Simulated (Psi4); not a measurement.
Psi4 1.11, WB97X/def2-svp: Cu(I)(OH2) ([OH2]->[Cu][I]), 5 atoms. The geometry is a generated start, not checked to be a minimum at this level.

```json
{
  "task": "energy",
  "method": "wb97x",
  "basis": "def2-svp",
  "memory": "3 GB",
  "maxiter": "100",
  "keys_of_the_molecule_block": "symmetry c1",
  "scf_type": "df (default)",
  "diis_max_vecs": "10 (default)",
  "e_convergence": "1e-06 (default)",
  "d_convergence": "1e-06 (default)",
  "dft_radial_points": "75 (default)",
  "dft_spherical_points": "302 (default)",
  "effective_core_potentials": "those of the basis set, past Kr",
  "basis_functions": "81",
  "grid_points": "108888"
}
```

```xyz
5

Cu    -0.2002     0.7108    -0.4605
I     -0.0084     2.7724    -1.7230
O     -0.2361    -0.9912     0.5965
H      0.1672    -0.8307     1.4589
H      0.2775    -1.6613     0.1280
```

Charge 0 and multiplicity 1 are set for this test and not shown to be the ground state.

With the defaults (diis = true, scf_initial_accelerator = adiis, damping_percentage = 0, guess = auto, which took SAD, soscf = false, soscf_start_convergence = 0.01) it converges in 11 SCF iterations. One run each on 2 threads, with these changes:
- guess = modhuckel
- soscf = true
- guess = core
- damping_percentage = 20
- diis = false, scf_initial_accelerator = none, damping_percentage = 60
- soscf = true, soscf_start_convergence = 0.001
- scf_initial_accelerator = ediis
- soscf = true, soscf_start_convergence = 0.1
- guess = gwh

**Question.** Which of these changes keep the SCF from converging, or lead it to another solution?

**Answer.** No convergence: diis = false, scf_initial_accelerator = none, damping_percentage = 60 (the run ends without SCF convergence in 100 iterations). The rest reach the solution of the defaults.

| setting | SCF iterations | JK calls | end |
|---|---|---|---|
| soscf = true, soscf_start_convergence = 0.1 | 7 | 28 | same solution |
| soscf = true | 7 | 23 | same solution |
| soscf = true, soscf_start_convergence = 0.001 | 8 | 19 | same solution |
| the defaults | 11 | 12 | same solution |
| scf_initial_accelerator = ediis | 11 | 12 | same solution |
| guess = modhuckel | 12 | 37 | same solution |
| guess = core | 17 | 17 | same solution |
| guess = gwh | 18 | 18 | same solution |
| damping_percentage = 20 | 25 | 26 | same solution |
| diis = false, scf_initial_accelerator = none, damping_percentage = 60 | 100 | 101 | no convergence |

An SOSCF iteration holds several JK calls; a Hückel guess adds calls on atoms. 1 further run of the study ended by our limits or in an error and is left out.
